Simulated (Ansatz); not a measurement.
What biaxial strain +2.77 %, plane normal [001], relaxed out of plane does to Mo

Start from Mo in the bcc (W type) structure (space group Im-3m, No. 229; a = 3.1296 Å). Axes: x, y, z lie along the cube axes.

It is then changed as follows: tensile biaxial strain of 2.77 % in the plane normal to [001], as in epitaxy on a mismatched substrate; the out-of-plane cell vector and the atoms relax.

Computed with PBEsol (Ansatz, a quantum-chemistry and plane-wave program, PAW, no spin-orbit coupling). k-mesh 21×21×21 (Γ-centred); smearing 0.05 eV (Fermi–Dirac).

The space group goes from Im-3m (No. 229) to I4/mmm (No. 139) and the shortest interatomic distance rises by 0.034 Å, from 2.710 Å to 2.744 Å. The energy grows by 37 meV/atom and the pressure (mean of the normal stresses, compression positive) goes from zero to -9.1 GPa. The band gap remains zero and the out-of-plane strain comes out as -1.84 % (rough).

Final structure (turned so that z lies along the plane normal):

```
CELL_PARAMETERS angstrom
      3.21625     0.00000     0.00000
      0.00000     3.21625     0.00000
      1.60813    -1.60813     1.53598
ATOMIC_POSITIONS crystal
  Mo 0.00000 0.00000 0.00000
```

Without a gap, meshes like the base's 21×21×21 leave anisotropic stresses uncertain by several tenths of a GPa, and small strain energies with them. Stability against distortions was not tested. The final runs are not spin-polarised.
